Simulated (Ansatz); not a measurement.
Results of LDA in Ansatz (plane waves, PAW) for ZnIn₂O₄ (model structure, started from the defect chalcopyrite type, I-4, No. 82, 7 atoms in the cell).

Input:

Ansatz 0.2 input:
```yaml
crystal:
  lattice:
    - [-2.2982475178, 2.2982475178, 4.9454938848]
    - [2.2982475178, -2.2982475178, 4.9454938848]
    - [2.2982475178, 2.2982475178, -4.9454938848]
  atoms:
    - { symbol: In, position: [0.5, 0.5, 0.0] }
    - { symbol: In, position: [0.25, 0.75, 0.5] }
    - { symbol: Zn, position: [0.0, 0.0, 0.0] }
    - { symbol: O, position: [0.334796472, 0.8548681283, -0.036380849] }
    - { symbol: O, position: [0.8912489773, 0.371177321, 1.036380849] }
    - { symbol: O, position: [0.1451318717, 0.1087510227, 0.4799283437] }
    - { symbol: O, position: [0.628822679, 0.665203528, 0.5200716563] }
basis:
  ecutwfc: 520
  ecutrho_ratio: 4
  xc_grid: 2
kpoints:
  mp_grid: { grid: [10, 10, 10] }
hamiltonian:
  xc: lda
  dispersion: none
  pseudopotentials: { kind: paw }
scf:
  occupations: { method: fermi_dirac, width: 0.01 }
output:
  forces: true
  stress: true
  eigenvalues: true
relax:
  f_tol: 0.004
  escape_saddle: false
  max_steps: 80
  cell: { stress_tol: 0.02, fix: [volume] }
```

From the output:

```
Relaxation: its limit of steps is 80 (relax.max_steps)
Crystal: 7 atoms, lattice volume = 104.487 Å³
Basis set: ecut = 520 eV, 2795 PW (Γ), exchange–correlation on 90×90×90 points (8 copies of the dense FFT grid, shifted against one another)
Bands: 38, of which v1, the nominal top of the filled ones, is band 31 counted from 1 (30 counted from 0)
Symmetry: 4 space group operations
Space group: I-4 (ITA 82), of the structure as read, at distance tolerance 4.7e-5 Å
k-points: 144 of 1000 (time reversal used)
Functional: x = slater, c = lda
SCF iter   1: F=—  HF=-16380.893653 eV  |F-HF|=—  |Δ(HF+E_count)|=         —  Δρ=1.77e-2  dr2=2.97e-1
SCF iter   2: F=—  HF=-16380.816370 eV  |F-HF|=—  |Δ(HF+E_count)|=   7.73e-2  Δρ=5.04e-3  dr2=1.02e-2
  ...
SCF 1 converged in 8 iterations: F = -16380.811543 eV  dr2 = 2.82e-8
Crystal: 7 atoms, lattice volume = 104.487 Å³
Initial density: handed on by an earlier stage of this run
SCF 2 converged in 6 iterations: F = -16380.818667 eV  dr2 = 3.28e-7
Crystal: 7 atoms, lattice volume = 104.487 Å³
SCF 3 converged in 7 iterations: F = -16380.820233 eV  dr2 = 8.37e-9
Crystal: 7 atoms, lattice volume = 104.487 Å³
SCF 4 converged in 5 iterations: F = -16380.820301 eV  dr2 = 2.98e-9
Crystal: 7 atoms, lattice volume = 104.487 Å³
SCF 5 converged in 6 iterations: F = -16380.820321 eV  dr2 = 5.26e-10
Crystal: 7 atoms, lattice volume = 104.487 Å³
SCF iter   4: F=—  HF=-16380.820328 eV  |F-HF|=—  |Δ(HF+E_count)|=  4.37e-11  Δρ=1.28e-7  dr2=2.68e-11
SCF iter   5: F=-16380.820328 eV  HF=-16380.820328 eV  |F-HF|=1.82e-12  |Δ(HF+E_count)|=  7.28e-12  Δρ=7.22e-8  dr2=9.53e-12
SCF 6 converged in 5 iterations: F = -16380.820328 eV  dr2 = 9.53e-12
SCF converged after 5 iterations
Free energy (F): -16380.820328 eV
Internal energy: -16380.820328 eV  (E = F + TS)
E sigma→0 (E₀):  -16380.820328 eV
Fermi energy:    6.116514 eV
--- Forces (eV/Å), atoms counted from 1 ---
  atom   1  In     0.00000000    -0.00000000     0.00000000
  atom   2  In    -0.00000000    -0.00000000     0.00000000
  atom   3  Zn    -0.00000000     0.00000000     0.00000000
  atom   4  O     -0.00008638     0.00040875    -0.00023907
  atom   5  O      0.00008638    -0.00040875    -0.00023907
  atom   6  O      0.00040875     0.00008638     0.00023907
  atom   7  O     -0.00040875    -0.00008638     0.00023907
--- Stress (GPa, compression-positive) ---
        1.391001      -0.000000       0.000000
        0.000000       1.391001       0.000000
        0.000000       0.000000       1.397221
  P = ⅓ Tr σ = 1.3931 GPa (13.931 kbar)
```

The cell is one volume of an energy–volume scan, off the minimum.

The PAW data were made under PBE.

Note: the relaxation could raise the start's symmetry but not lower it, so the cell can be a saddle point.

A model structure was made by putting elements into a prototype or built by hand; it is no filed structure, need not be a known phase, and can be a saddle point held by its symmetry.

Ansatz is an electronic-structure program.
